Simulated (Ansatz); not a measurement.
An Ansatz (a quantum-chemistry and plane-wave program) input for (Si,Ge,Sn,Pb) alloy cell PbSnGeSi (diamond start):

Ansatz 0.2 input:
```yaml
crystal:
  lattice:
    - [0.188704446, 7.276340582, 6.248222167]
    - [5.863959861, 0.590077715, 5.857655123]
    - [5.740334279, 6.750273516, 0.728055306]
  atoms:
    - { symbol: Pb, position: [0.311450089, 0.324535889, 0.299897901] }
    - { symbol: Ge, position: [0.28035869, 0.336857103, 0.914517182] }
    - { symbol: Pb, position: [0.443868926, 0.808775087, 0.35313252] }
    - { symbol: Sn, position: [0.475992134, 0.833105838, 0.790738367] }
    - { symbol: Ge, position: [0.80706112, 0.445792461, 0.425426979] }
    - { symbol: Pb, position: [0.981009475, 0.266329343, 0.797989196] }
    - { symbol: Si, position: [1.039544628, 0.889433446, 0.352221168] }
    - { symbol: Ge, position: [0.75341279, 0.992012947, 0.940103099] }
    - { symbol: Si, position: [0.078215249, 0.185630167, 0.290812489] }
    - { symbol: Si, position: [0.348665768, 0.230720842, 0.664328525] }
    - { symbol: Si, position: [0.34810103, 0.689284258, 0.197665854] }
    - { symbol: Sn, position: [0.147106393, 0.749521507, 0.835243778] }
    - { symbol: Pb, position: [0.676546447, 0.336091837, 0.285132926] }
    - { symbol: Ge, position: [0.591716945, 0.35881072, 0.815572196] }
    - { symbol: Sn, position: [0.850729295, 0.828259658, 0.272383348] }
    - { symbol: Sn, position: [0.866220945, 0.724838953, 0.76483443] }
basis:
  ecutwfc: 420
  ecutrho_ratio: 4
  xc_grid: 2
kpoints:
  mp_grid: { grid: [4, 4, 4] }
hamiltonian:
  xc: pbe
  dispersion: none
  pseudopotentials: { kind: paw }
scf:
  n_extra_bands: 16
  occupations: { method: fermi_dirac, width: 0.01 }
output:
  forces: true
  stress: true
  eigenstates:
    kpoints:
      - [0.0, 0.0, 0.0]
      - [0.5, 0.0, 0.0]
      - [0.454545, 0.0, 0.0]
      - [0.409091, 0.0, 0.0]
      - [0.363636, 0.0, 0.0]
      - [0.318182, 0.0, 0.0]
      - [0.272727, 0.0, 0.0]
      - [0.227273, 0.0, 0.0]
      - [0.181818, 0.0, 0.0]
      - [0.136364, 0.0, 0.0]
      - [0.090909, 0.0, 0.0]
      - [0.045455, 0.0, 0.0]
      - [0.0, 0.0, 0.0]
      - [-0.05, -0.05, -0.05]
      - [-0.1, -0.1, -0.1]
      - [-0.15, -0.15, -0.15]
      - [-0.2, -0.2, -0.2]
      - [-0.25, -0.25, -0.25]
      - [-0.3, -0.3, -0.3]
      - [-0.35, -0.35, -0.35]
      - [-0.4, -0.4, -0.4]
      - [-0.45, -0.45, -0.45]
      - [-0.5, -0.5, -0.5]
      - [0.0, -0.5, -0.5]
      - [0.0, -0.464286, -0.464286]
      - [0.0, -0.428571, -0.428571]
      - [0.0, -0.392857, -0.392857]
      - [0.0, -0.357143, -0.357143]
      - [0.0, -0.321429, -0.321429]
      - [0.0, -0.285714, -0.285714]
      - [0.0, -0.25, -0.25]
      - [0.0, -0.214286, -0.214286]
      - [0.0, -0.178571, -0.178571]
      - [0.0, -0.142857, -0.142857]
      - [0.0, -0.107143, -0.107143]
      - [0.0, -0.071429, -0.071429]
      - [0.0, -0.035714, -0.035714]
      - [0.0, 0.0, 0.0]
      - [0.0, 0.041667, 0.0]
      - [0.0, 0.083333, 0.0]
      - [0.0, 0.125, 0.0]
      - [0.0, 0.166667, 0.0]
      - [0.0, 0.208333, 0.0]
      - [0.0, 0.25, 0.0]
      - [0.0, 0.291667, 0.0]
      - [0.0, 0.333333, 0.0]
      - [0.0, 0.375, 0.0]
      - [0.0, 0.416667, 0.0]
      - [0.0, 0.458333, 0.0]
      - [0.0, 0.5, 0.0]
      - [0.5, 0.5, 0.0]
      - [0.464286, 0.464286, 0.0]
      - [0.428571, 0.428571, 0.0]
      - [0.392857, 0.392857, 0.0]
      - [0.357143, 0.357143, 0.0]
      - [0.321429, 0.321429, 0.0]
      - [0.285714, 0.285714, 0.0]
      - [0.25, 0.25, 0.0]
      - [0.214286, 0.214286, 0.0]
      - [0.178571, 0.178571, 0.0]
      - [0.142857, 0.142857, 0.0]
      - [0.107143, 0.107143, 0.0]
      - [0.071429, 0.071429, 0.0]
      - [0.035714, 0.035714, 0.0]
      - [0.0, 0.0, 0.0]
      - [-0.041667, 0.0, -0.041667]
      - [-0.083333, 0.0, -0.083333]
      - [-0.125, 0.0, -0.125]
      - [-0.166667, 0.0, -0.166667]
      - [-0.208333, 0.0, -0.208333]
      - [-0.25, 0.0, -0.25]
      - [-0.291667, 0.0, -0.291667]
      - [-0.333333, 0.0, -0.333333]
      - [-0.375, 0.0, -0.375]
      - [-0.416667, 0.0, -0.416667]
      - [-0.458333, 0.0, -0.458333]
      - [-0.5, 0.0, -0.5]
      - [0.0, 0.0, -0.5]
      - [0.0, 0.0, -0.461538]
      - [0.0, 0.0, -0.423077]
      - [0.0, 0.0, -0.384615]
      - [0.0, 0.0, -0.346154]
      - [0.0, 0.0, -0.307692]
      - [0.0, 0.0, -0.269231]
      - [0.0, 0.0, -0.230769]
      - [0.0, 0.0, -0.192308]
      - [0.0, 0.0, -0.153846]
      - [0.0, 0.0, -0.115385]
      - [0.0, 0.0, -0.076923]
      - [0.0, 0.0, -0.038462]
      - [0.0, 0.0, 0.0]
    e_range: [-5.0, 12.0]
    localisation: true
relax:
  f_tol: 0.03
  max_steps: 90
  cell: { stress_tol: 0.15 }
```

These are PBE (plane waves to 420 eV, PAW; Ansatz) values and carry that method's errors. No spin–orbit coupling. Its k-point mesh 4×4×4, Fermi–Dirac width 0.01 eV.

Question: Write the closing report of this run, without the band table and long remarks, to eight decimals at most.

Answer: 
```
SCF converged after 7 iterations
Free energy (F): -91441.512059 eV
Harris-Foulkes:  -91441.512059 eV  (|F-HF|=3.49e-10)
Internal energy: -91441.510605 eV  (E = F + TS)
E sigma→0 (E₀):  -91441.511332 eV
Entropy (-TS):   -0.001454 eV (-0.091 meV/atom)
Fermi energy:    8.304116 eV
--- Per-component energies (eV) ---
  E_band       = -1286.522415
  E_kinetic    = 2496.113141
  E_local      = -19874.744871  (includes V_loc(G=0)·N_el)
  E_nonlocal   = 3039.851012
  E_hartree    = 9206.734116
  E_xc         = -2929.477794
  E_vxc        = -1350.116892  (∫ρ·V_xc dr)
  E_paw        = -68291.876937  (= ΣΔE_a)
  E_vpaw       = -4011.095248  (= ΣTr[D̂ρ^β])
  E_aug_tail   = 0.001411  (compensation charges beyond the density's cutoff)
  E_ewald      = -15088.110682
  E_smearing   = -0.001454  (= −TS)
  E_closure    = 0.000000  (closes the sum)
  Σ components = -91441.512059   (vs F -91441.512059, Δ=0.00e0)
--- Forces (eV/Å), atoms counted from 1 ---
  atom   1  Pb    -0.00545601    -0.00411692    -0.00872088
  atom   2  Ge     0.00612991     0.00471059    -0.00646264
  atom   3  Pb     0.00132590    -0.00428860     0.00290780
  atom   4  Sn     0.01245776    -0.00687499    -0.00724713
  atom   5  Ge    -0.00507920     0.01379272    -0.00260504
  atom   6  Pb     0.00888406    -0.00157340     0.00121812
  atom   7  Si     0.01142137     0.01980668     0.01240727
  atom   8  Ge     0.00279289    -0.01118951    -0.00231310
  atom   9  Si    -0.00936473    -0.02039509    -0.00672092
  atom  10  Si    -0.00633751     0.00766542    -0.00756702
  atom  11  Si     0.00467109    -0.00066638     0.01135998
  atom  12  Sn    -0.00408720     0.01040212     0.01341582
  atom  13  Pb    -0.00118068     0.00051284     0.00059978
  atom  14  Ge    -0.00826738     0.00170047    -0.00160154
  atom  15  Sn    -0.00176449    -0.00891707     0.00310846
  atom  16  Sn    -0.00614519    -0.00056931    -0.00177587
  max |Σ_I F_I| component: 3.08e-6 eV/Å
--- Stress (GPa, compression-positive) ---
        0.011558      -0.008150       0.029851
       -0.008150       0.044735      -0.005680
        0.029851      -0.005680       0.029099
  P = ⅓ Tr σ = 0.0285 GPa (0.285 kbar)
--- Relaxed structure (14 steps of the walk, 14 accepted, 1 SCFs on fresh bases) ---
  F+E_penalty+E_count = -91441.51205889 eV   max|allowed force component| = 2.040e-2 eV/Å   (the final SCF, on the basis selected at the relaxed cell)
  cell:  # Å, volume = 434.1431 Å³
    - [0.29055142, 7.09261560, 5.96643772]
    - [5.90758170, 0.32749448, 5.97618994]
    - [5.67367380, 6.79035939, 0.54563346]
  atoms:
    - { symbol: Pb, position: [0.32163112, 0.32532629, 0.31848775] }
    - { symbol: Ge, position: [0.30745429, 0.34882634, 0.89391259] }
    - { symbol: Pb, position: [0.35589807, 0.89293484, 0.33119541] }
    - { symbol: Sn, position: [0.48396027, 0.85250673, 0.76264487] }
    - { symbol: Ge, position: [0.89418204, 0.38495740, 0.48323228] }
    - { symbol: Pb, position: [0.95711252, 0.26541165, 0.89046288] }
    - { symbol: Si, position: [1.01009577, 0.91043303, 0.31293814] }
    - { symbol: Ge, position: [0.78483157, 0.90301628, 0.95299902] }
    - { symbol: Si, position: [0.05248605, 0.20604436, 0.23943210] }
    - { symbol: Si, position: [0.37635575, 0.23389661, 0.64631247] }
    - { symbol: Si, position: [0.32453313, 0.70749071, 0.16518953] }
    - { symbol: Sn, position: [0.19029962, 0.74744877, 0.80206880] }
    - { symbol: Pb, position: [0.65557356, 0.45504154, 0.28869292] }
    - { symbol: Ge, position: [0.63654843, 0.26935018, 0.86586996] }
    - { symbol: Sn, position: [0.77169014, 0.78593328, 0.33296747] }
    - { symbol: Sn, position: [0.87734760, 0.71138202, 0.71359377] }
```

Cost: around 60 core-minutes (rough).
